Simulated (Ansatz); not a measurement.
Base system: Ag in the fcc (Cu type) structure (space group Fm-3m, No. 225; relaxed with 0.1 eV smearing).

```
CELL_PARAMETERS angstrom
      0.00000     2.02691     2.02691
      2.02691     0.00000     2.02691
      2.02691     2.02691     0.00000
ATOMIC_POSITIONS crystal
  Ag 0.00000 0.00000 0.00000
```

Calculations: plane-wave PAW DFT at the PBEsol level (Ansatz, an electronic-structure program, 420 eV), no spin-orbit coupling.

For the base:

```
Quantity   Result
--------  -------
Pressure  0.0 GPa
```

Perturbation: an isotropic linear strain of −2.50 %; the atoms relax in the strained cell.

Problem. How does this affect the pressure and energy relative to the base?

Solution. The pressure goes from zero to 11.2 GPa; the energy rises by 39 meV/atom.

Stability against distortions was not tested.
